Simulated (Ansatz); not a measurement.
Ba₂BeN₂ (model structure, started from the Ca2ZnN2 type, I4/mmm, No. 139, 5 atoms in the cell), treated with G0W0@PBEsol (hard PAW, contour deformation, complete-basis limit; Ansatz, an electronic-structure program).

Numerical settings: largest k mesh 6×6×6 (not extrapolated in the mesh).

Cell (relaxed with PBEsol):

```
CELL_PARAMETERS angstrom
     -2.02514     2.02514     6.03286
      2.02514    -2.02514     6.03286
      2.02514     2.02514    -6.03286
ATOMIC_POSITIONS crystal
  Ba 0.65028 0.65028 0.00000
  Ba 0.34972 0.34972 0.00000
  Be 0.00000 0.00000 0.00000
  N  0.87182 0.87182 0.00000
  N  0.12818 0.12818 0.00000
```

Problem. What does this level give for the band gap?

Solution. 
* **band gap**: 1.73 eV

Note: the relaxation could raise the start's symmetry but not lower it, so the cell can be a saddle point; the gap holds a correction of +0.34 eV to the complete basis.

Spin–orbit coupling is not included.

The computed numbers hold no vibrational or temperature effects.

A model structure was made by putting elements into a prototype or built by hand; it is no filed structure, need not be a known phase, and can be a saddle point held by its symmetry.
